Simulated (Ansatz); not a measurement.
Defect: Au-vacancy pair (Au on one host Ru site, one Ru site vacant) in hcp Ru, neutral cell. Method: PBE, PAW (plane waves to 420 eV; Ansatz, an electronic-structure program).

Cell of 36 host sites held at the relaxed PBE lattice; a 2×2×2 k-point mesh shifted by half a step along c; Fermi-Dirac width 0.10 eV, spin-restricted; finite-size errors left in. No zero-point or tunnelling terms. Spin-orbit coupling is left out. Forms of the defect that were not tried may lie lower. The start lies 0.15 eV above the lowest site run (PBE).

Barriers: single points on a 4×4×4 k-point mesh shifted by half a step along c at the bands' geometries.

Relaxed starting cell (atoms counted from 1):

```
CELL_PARAMETERS angstrom
      8.16420     0.00000     0.00000
     -4.08210     7.07041     0.00000
      0.00000     0.00000     8.58609
ATOMIC_POSITIONS crystal
  Au 0.09942 0.22124 0.12429
  Ru 0.10882 0.22130 0.62431
  Ru 0.11450 0.56424 0.12430
  Ru 0.10955 0.55676 0.62428
  Ru 0.11016 0.88361 0.12428
  Ru 0.10998 0.88807 0.62429
  Ru 0.45066 0.22038 0.12428
  Ru 0.44582 0.22159 0.62432
  Ru 0.44653 0.55703 0.12429
  Ru 0.44423 0.55481 0.62430
  Ru 0.44305 0.88636 0.12430
  Ru 0.44510 0.89031 0.62431
  Ru 0.77556 0.22284 0.62428
  Ru 0.77597 0.55423 0.12431
  Ru 0.77694 0.55323 0.62428
  Ru 0.76869 0.87613 0.12431
  Ru 0.77493 0.88609 0.62430
  Ru 0.22215 0.10979 0.37769
  Ru 0.22216 0.10980 0.87089
  Ru 0.22032 0.44696 0.37986
  Ru 0.22033 0.44697 0.86874
  Ru 0.22180 0.78007 0.37548
  Ru 0.22178 0.78006 0.87311
  Ru 0.56149 0.11381 0.37230
  Ru 0.56154 0.11383 0.87630
  Ru 0.55486 0.44207 0.37393
  Ru 0.55489 0.44211 0.87465
  Ru 0.55411 0.77699 0.37604
  Ru 0.55411 0.77698 0.87256
  Ru 0.87991 0.10717 0.38079
  Ru 0.87992 0.10722 0.86780
  Ru 0.88813 0.44124 0.37439
  Ru 0.88814 0.44127 0.87416
  Ru 0.88909 0.77705 0.37467
  Ru 0.88910 0.77705 0.87392
```

End state 1 differs by these moves (Å; atoms that move under 0.08 Å are left out):

```
atom  element     Δx    Δy    Δz
----  -------  -----  ----  ----
1          Au  -2.54  0.00  0.00
7          Ru  -0.12  0.00  0.00
30         Ru   0.11  0.00  0.00
31         Ru   0.11  0.00  0.00
```

Problem. What is the computed forward and backward barriers to end state 1 (PBE, PAW)?

Solution. forward 1.41 eV, backward 1.41 eV; at the saddle point atom 1 has neighbours Ru at 2.50, 2 Ru at 2.54, Ru at 2.67, 4 Ru at 2.89 Å. The saddle point's order was not checked, and it lies on a symmetry element of the cell, where a band can be held.
